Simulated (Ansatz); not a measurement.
# LaFeAsO: ↑↓↑↓ start, q = (0, 0, 1/2), 16 atoms

Base system: LaFeAsO (space group P4/nmm, No. 129; a = 3.9661 Å, c = 8.4777 Å; non-magnetic).

One thing is altered: the moments start antiparallel in the pattern ↑↓↑↓ in a 16-atom cell (cell doubled with q = (0, 0, 1/2) in the reciprocal basis of the base), and the cell is relaxed again.

Method: PBEsol in Ansatz (plane waves to 420 eV, PAW, no SOC). k-mesh 12×12×6 (Γ-centred); smearing 0.05 eV (Fermi–Dirac).

- Volume per atom: 16.67 Å³ (base 16.67 Å³)
- Lattice parameter a: 3.966 Å (base 3.966 Å)
- Space group (of the atoms, moments ignored): P4/nmm (No. 129) (base P4/nmm (No. 129))
- Shortest interatomic distance: 2.307 Å (base 2.307 Å)
- Energy relative to the base (σ→0): 0.00 eV/atom (to 0.01 eV only: unlike meshes or grids)
- Band gap: zero (base zero)

Final structure:

```yaml
crystal:
  lattice:
    - [3.96611, 0.00000, 0.00000]
    - [0.00000, 3.96611, 0.00000]
    - [0.00000, 0.00000, 8.47774]
  atoms:
    - { symbol: La, position: [0.50000, 0.00000, 0.64688] }
    - { symbol: La, position: [0.00000, 0.50000, 0.35312] }
    - { symbol: Fe, position: [0.00000, 0.00000, 0.00000] }
    - { symbol: Fe, position: [0.50000, 0.50000, 0.00000] }
    - { symbol: As, position: [0.50000, 0.00000, 0.13903] }
    - { symbol: As, position: [0.00000, 0.50000, 0.86097] }
    - { symbol: O, position: [0.00000, 0.00000, 0.50000] }
    - { symbol: O, position: [0.50000, 0.50000, 0.50000] }
```

Stability against distortions was not tested. Seeded moments were not kept for ↑↓↑↓ start, q = (0, 0, 1/2), 16 atoms and the base. No Hubbard U is applied, and correlation can decide whether such a compound is a metal. The final runs are not spin-polarised.

Ansatz is a first-principles code.
